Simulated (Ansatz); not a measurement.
An Ansatz (a first-principles code) input for Ru(S,Se)2 alloy cell RuSSe (pyrite start):

Ansatz 0.2 input:
```yaml
crystal:
  lattice:
    - [5.846704729, -0.000000053, 5.846704714]
    - [-0.000000027, 5.846704599, 5.846704688]
    - [-5.849097392, -0.002392663, 5.849097378]
  atoms:
    - { symbol: Ru, position: [-0.000000037, 0.50000009, -0.00000007] }
    - { symbol: Ru, position: [0.499999994, 0.499999913, 0.500000013] }
    - { symbol: Ru, position: [0.000000058, 0.499999995, 0.499999921] }
    - { symbol: Ru, position: [0.500000031, 0.50000006, -0.000000003] }
    - { symbol: Ru, position: [0.500000029, -0.000000011, 0.000000077] }
    - { symbol: Ru, position: [0.00000005, -0.000000018, 0.499999996] }
    - { symbol: Ru, position: [0.000000082, -0.000000128, 0.000000058] }
    - { symbol: Ru, position: [0.49999992, 0.000000127, 0.500000049] }
    - { symbol: Se, position: [0.577716874, 0.11708631, 0.193045181] }
    - { symbol: S, position: [0.06648747, 0.119965607, 0.688051703] }
    - { symbol: S, position: [0.933512326, 0.880034558, 0.311948179] }
    - { symbol: Se, position: [0.422283095, 0.882913756, 0.806954714] }
    - { symbol: S, position: [0.813546953, 0.878435822, 0.688051796] }
    - { symbol: Se, position: [0.305196868, 0.884671606, 0.193045219] }
    - { symbol: Se, position: [0.694803208, 0.115328365, 0.806954731] }
    - { symbol: S, position: [0.186453094, 0.121564157, 0.311948214] }
    - { symbol: Se, position: [0.306183214, 0.387633549, 0.418549725] }
    - { symbol: S, position: [0.812363499, 0.37527303, 0.937090394] }
    - { symbol: S, position: [0.187636592, 0.624726888, 0.062909721] }
    - { symbol: Se, position: [0.693816786, 0.612366399, 0.581450368] }
    - { symbol: S, position: [0.30801723, 0.625495079, 0.688051826] }
    - { symbol: Se, position: [0.81013151, 0.612151636, 0.193045117] }
    - { symbol: Se, position: [0.189868464, 0.387848343, 0.806954926] }
    - { symbol: S, position: [0.691982684, 0.374504873, 0.311948142] }
basis:
  ecutwfc: 500
  ecutrho_ratio: 4
  xc_grid: 4
kpoints:
  mp_grid: { grid: [4, 4, 4] }
hamiltonian:
  xc: r2scan
  dispersion: none
  pseudopotentials: { kind: paw }
scf:
  n_extra_bands: 22
  occupations: { method: fermi_dirac, width: 0.01 }
output:
  forces: true
  stress: true
  eigenstates:
    kpoints:
      - [0.0, 0.0, 0.0]
      - [-0.5, 0.0, -0.5]
      - [0.0, -0.5, 0.0]
      - [-0.5, -0.5, -0.5]
    e_range: [-4.0, 6.0]
    localisation: true
relax:
  f_tol: 0.03
  max_steps: 90
  cell: { stress_tol: 0.15 }
```

All values below come from r2SCAN (plane waves to 500 eV, PAW; Ansatz). Spin–orbit coupling is left out; the runs are not spin-polarised. Its k-point mesh 4×4×4, Fermi–Dirac width 0.01 eV.

**Question.** What does the end of the output print (band table and long remarks left out, numbers rounded to eight decimals)?

**Answer.** 
```
SCF converged after 6 iterations
Free energy (F): -98211.048426 eV
Harris-Foulkes:  -98211.048426 eV  (|F-HF|=2.91e-11)
Internal energy: -98211.048426 eV  (E = F + TS)
E sigma→0 (E₀):  -98211.048426 eV
Fermi energy:    13.794849 eV
--- Per-component energies (eV) ---
  E_band       = -3899.923581
  E_kinetic    = 5944.012955
  E_local      = -33237.262977  (includes V_loc(G=0)·N_el)
  E_nonlocal   = -1767.515837
  E_hartree    = 14460.806330
  E_xc         = -3000.841608
  E_vxc        = -3744.299860  (∫ρ·V_xc dr)
  E_paw        = -48125.329414  (= ΣΔE_a)
  E_vpaw       = -241.339323  (= ΣTr[D̂ρ^β])
  E_aug_tail   = -0.000888  (compensation charges beyond the density's cutoff)
  E_vtau       = 224.869172  (kinetic-family band-sum trace: ∫τ·v_τ [+ j·A + Jᵃ·Aᵃ] dr)
  E_ewald      = -32467.433047
  E_core_change = -17.483941  (= ΣΔE_core)
  E_smearing   = 0.000000  (= −TS)
  E_closure    = 0.000000  (closes the sum)
  Σ components = -98211.048426   (vs F -98211.048426, Δ=0.00e0)
--- Forces (eV/Å), atoms counted from 1 ---
  atom   1  Ru     0.00000000     0.00000000     0.00000000
  atom   2  Ru     0.00000000    0.00000000     0.00000000
  atom   3  Ru     0.00000000     0.00000000    0.00000000
  atom   4  Ru     0.00000000     0.00000000     0.00000000
  atom   5  Ru     0.00000000    0.00000000     0.00000000
  atom   6  Ru     0.00000000     0.00000000     0.00000000
  atom   7  Ru    0.00000000    0.00000000    0.00000000
  atom   8  Ru    0.00000000    0.00000000     0.00000000
  atom   9  Se    -0.00145492    -0.00134415    -0.00292149
  atom  10  S     -0.00679984     0.00217949    -0.00460678
  atom  11  S      0.00679984    -0.00217949     0.00460678
  atom  12  Se     0.00145492     0.00134415     0.00292149
  atom  13  S      0.00460678    -0.00679984    -0.00217949
  atom  14  Se     0.00292149    -0.00145492     0.00134415
  atom  15  Se    -0.00292149     0.00145492    -0.00134415
  atom  16  S     -0.00460678     0.00679984     0.00217949
  atom  17  Se     0.00032088     0.00032088    -0.00032088
  atom  18  S      0.00138745     0.00138745    -0.00138745
  atom  19  S     -0.00138745    -0.00138745     0.00138745
  atom  20  Se    -0.00032088    -0.00032088     0.00032088
  atom  21  S      0.00217949     0.00460678     0.00679984
  atom  22  Se    -0.00134415     0.00292149     0.00145492
  atom  23  Se     0.00134415    -0.00292149    -0.00145492
  atom  24  S     -0.00217949    -0.00460678    -0.00679984
  max |Σ_I F_I| component: 4.34e-18 eV/Å
--- Stress (GPa, compression-positive) ---
        0.021526       0.003284      -0.003284
        0.003284       0.021526      -0.003284
       -0.003284      -0.003284       0.021526
  P = ⅓ Tr σ = 0.0215 GPa (0.215 kbar)
--- Relaxed structure (4 steps of the walk, 4 accepted, 1 SCFs on fresh bases) ---
  F+E_penalty+E_count = -98211.04842620 eV   max|allowed force component| = 6.800e-3 eV/Å   (the final SCF, on the basis selected at the relaxed cell)
  cell:  # Å, volume = 392.3178 Å³
    - [5.80989558, 0.0, 5.80989558]
    - [0.0, 5.80989558, 5.80989558]
    - [-5.81081455, -0.00091897, 5.81081455]
  atoms:
    - { symbol: Ru, position: [0.0, 0.50000000, 0.0] }
    - { symbol: Ru, position: [0.50000000, 0.50000000, 0.5] }
    - { symbol: Ru, position: [0.0, 0.50000000, 0.50000000] }
    - { symbol: Ru, position: [0.50000000, 0.50000000, 0.0] }
    - { symbol: Ru, position: [0.5, 0.0, 0.0] }
    - { symbol: Ru, position: [0.0, 0.0, 0.5] }
    - { symbol: Ru, position: [0.0, 0.0, 0.0] }
    - { symbol: Ru, position: [0.5, 0.0, 0.5] }
    - { symbol: Se, position: [0.58146950, 0.11238637, 0.19393499] }
    - { symbol: S, position: [0.07006496, 0.12008738, 0.68987937] }
    - { symbol: S, position: [0.92993504, 0.87991262, 0.31012063] }
    - { symbol: Se, position: [0.41853050, 0.88761363, 0.80606501] }
    - { symbol: S, position: [0.80984766, 0.88018560, 0.68987937] }
    - { symbol: Se, position: [0.30614413, 0.88753451, 0.19393499] }
    - { symbol: Se, position: [0.69385587, 0.11246549, 0.80606501] }
    - { symbol: S, position: [0.19015234, 0.11981440, 0.31012063] }
    - { symbol: Se, position: [0.30555880, 0.38888239, 0.41667641] }
    - { symbol: S, position: [0.81065394, 0.37869212, 0.93196182] }
    - { symbol: S, position: [0.18934606, 0.62130788, 0.06803818] }
    - { symbol: Se, position: [0.69444120, 0.61111761, 0.58332359] }
    - { symbol: S, position: [0.30996675, 0.61996829, 0.68987937] }
    - { symbol: Se, position: [0.80632136, 0.61220913, 0.19393499] }
    - { symbol: Se, position: [0.19367864, 0.38779087, 0.80606501] }
    - { symbol: S, position: [0.69003325, 0.38003171, 0.31012063] }
```

Cost: roughly 4 core-minutes.
